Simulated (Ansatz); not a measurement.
# Effect of Ge on a Zn site on ZnS

The reference is a 16-atom supercell of ZnS in the zinc blende structure (space group F-43m, No. 216; a = 5.443 Å) at its relaxed geometry.

Modification: a neutral Ge on a Zn site, atoms relaxed at fixed cell, starting from a slightly rattled geometry.

The values are results of PBE/PAW in Ansatz (a program for electronic structure), spin-orbit coupling left out, earlier PAW set, not measurements. k-mesh 4×4×4 (Γ-centred); smearing 0.01 eV (Fermi–Dirac).

| quantity | base | changed | shift |
|---|---|---|---|
| pressure | 0.0 GPa | 3.4 GPa | +3.4 GPa |
| largest displacement of a host atom from its site in the perfect cell | – | 0.17 Å | – |
| mean distance from the defect site to its nearest host atoms | 2.36 Å | 2.52 Å | +0.16 Å |

Final structure:

```
CELL_PARAMETERS angstrom
      0.00000     5.44349     5.44349
      5.44349     0.00000     5.44349
      5.44349     5.44349     0.00000
ATOMIC_POSITIONS crystal
  S  0.37310 0.37557 0.37782
  S  0.37312 0.37554 0.87806
  S  0.37317 0.87593 0.37770
  S  0.39956 0.86676 0.86906
  S  0.87341 0.37562 0.37781
  S  0.86492 0.40040 0.86962
  S  0.86484 0.86715 0.40316
  S  0.86471 0.86687 0.86911
  Ge 0.99888 0.99986 0.00257
  Zn 0.99942 0.00192 0.50150
  Zn 0.99938 0.49924 0.00407
  Zn 0.99929 0.49946 0.50187
  Zn 0.49711 0.00183 0.00402
  Zn 0.49717 0.00188 0.50151
  Zn 0.49719 0.49918 0.00411
  Zn 0.49821 0.50069 0.50281
```

Other magnetic orders, which the real material may have, were not ruled out. In so small a cell the defect repeats every few ångströms: this is an ordered compound, not a dilute defect. Starting moments died away, wholly or in part, for Ge on a Zn site; another magnetic solution may exist. The defect cell is spin-polarised and ends with 0.0 μB.
